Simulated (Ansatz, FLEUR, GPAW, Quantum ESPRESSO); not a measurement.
**Code comparison for Y2Mg (P1, 6 atoms in the cell)**

Self-consistent single point, at a second geometry (atoms moved at random). First geometry:

```
Y2Mg
1.0
    6.37836    -2.60893     0.00000
    6.37836     2.60893     0.00000
    0.00000     0.00000     5.21640
Y Mg
4 2
Direct
  0.90968   0.40284   0.75000
  0.09032   0.59716   0.25000
  0.40284   0.90968   0.25000
  0.59716   0.09032   0.75000
  0.25932   0.74068   0.75000
  0.74068   0.25932   0.25000
```

Second geometry:
```yaml
crystal:
  lattice:
    - [6.37836, -2.60893, 0.00000]
    - [6.37836, 2.60893, 0.00000]
    - [0.00000, 0.00000, 5.21640]
  atoms:
    - { symbol: Y, position: [0.91258, 0.39908, 0.73941] }
    - { symbol: Y, position: [0.08271, 0.60033, 0.26489] }
    - { symbol: Y, position: [0.39624, 0.91260, 0.25000] }
    - { symbol: Y, position: [0.59597, 0.09149, 0.74587] }
    - { symbol: Mg, position: [0.26726, 0.74098, 0.75396] }
    - { symbol: Mg, position: [0.74523, 0.25553, 0.24587] }
```

Shared settings, as Ansatz (an electronic-structure program) writes them: kpoints.mp_grid.grid = 4 4 3; scf.occupations.method = fermi_dirac; scf.occupations.width = 0.0073 Ry. Potentials and cutoffs stand in the table.

| code | model | ΔF from the first geometry (meV/atom) | pressure (GPa) | largest force (eV/Å) | cutoff |
|---|---|---|---|---|---|
| Ansatz | PBEsol, PAW files made with PBE | 6.1 | -0.96 | 0.380 | 30.9 Ry |
| GPAW | PBEsol, GPAW PAW datasets PBEsol (made by gpaw-setup) | 6.1 | -0.97 | 0.381 | 850 eV |
| Quantum ESPRESSO | PBEsol, PseudoDojo standard norm-conserving (PBESOL) pseudopotentials | 6.1 | -0.93 | 0.381 | 85 Ry |
| FLEUR | PBEsol, all-electron FLAPW (FLEUR), scalar-relativistic valence | 6.1 | – | – | Kmax 3.8 1/bohr |

Size of the force on each atom (eV/Å): Sizes of forces hide their directions.

```
code                 Y1     Y2     Y3     Y4    Mg5    Mg6
----------------  -----  -----  -----  -----  -----  -----
Ansatz            0.257  0.380  0.219  0.107  0.263  0.067
GPAW              0.257  0.381  0.219  0.106  0.263  0.067
Quantum ESPRESSO  0.258  0.381  0.220  0.108  0.261  0.066
```

A dash marks a value that a program does not give, or that is left out as unsure.

The spread over the programs that give each value: ΔF from the first geometry within 0.0 meV/atom; pressure within 0.04 GPa; largest force within 0.001 eV/Å.

FLEUR treats all electrons, but the usual bases taken here (sphere radii, linearisation, local orbitals, empty states) were not tested for convergence, so the values are no reference for the others. Ansatz's pressure is given at a fixed set of plane waves, as the other plane-wave codes print theirs.

The shared mesh is coarse (it stands for a supercell whose shortest vector is 16 Å), so the values are not converged in it.

The starting cell comes from a database of computed structures (which also holds hypothetical and non-ambient phases and stackings), without a prior relaxation at this level. Its lattice was rescaled by a random factor within 2.5 % of one. For this run, on top of that: atoms moved at random.

Left out of this page: CP2K (unsound by tests on forces, stress, charge or solver warnings).

Keys are those of Ansatz 0.2.
